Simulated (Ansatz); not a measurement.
## A computed series for Ca: response to strain

Start from Ca in the simple cubic structure (space group Pm-3m, No. 221; a cell from a computed database, its experimental status unchecked; relaxed with 0.1 eV smearing).

```xyz
1
Lattice="3.4637 0.0000 0.0000 0.0000 3.4637 0.0000 0.0000 0.0000 3.4637" Properties=species:S:1:pos:R:3 pbc="T T T"
Ca     0.0000     0.0000     0.0000
```

Cartesian axes are those of the cell as printed.

Strains are applied to the cell and any free atomic positions relax; under biaxial strain the out-of-plane vector relaxes too; under stress the whole cell relaxes.

Level of theory: PBEsol, PAW, 420 eV (Ansatz, a quantum-chemistry and plane-wave program; no SOC).

Notes on the quantities. energy relative to the base: free energy F.

| variant | shortest interatomic distance | space group | energy relative to the base |
|---|---|---|---|
| base | 346.4 pm | Pm-3m (No. 221) | 0 meV/atom |
| biaxial strain +0.32 %, plane normal [001], relaxed out of plane | 346.7 pm | P4/mmm (No. 123) | +0.1 meV/atom |
| biaxial strain +2.46 %, plane normal [001], relaxed out of plane | 349.0 pm | P4/mmm (No. 123) | +5.8 meV/atom |
| biaxial strain +2.85 %, plane normal [111], relaxed out of plane | 329.4 pm | R-3m (No. 166) | -51 meV/atom |
| isotropic strain +0.61 % | 348.5 pm | Pm-3m (No. 221) | +0.5 meV/atom |
| uniaxial stress, 1 GPa tension along z | 347.8 pm | P4/mmm (No. 123) | +3.2 meV/atom |
| uniaxial stress, 0.5 GPa tension along x | 347.1 pm | P4/mmm (No. 123) | +0.7 meV/atom |

Stability under load was not tested beyond the relaxation. Under biaxial strain +2.85 %, plane normal [111], relaxed out of plane the cell ends below the base's energy or with stress of the wrong sign: the atoms slid into a distortion or the cell is elastically unstable, so the base is not a stable minimum at this level. This is not the structure that Ca has at room temperature and ambient pressure.
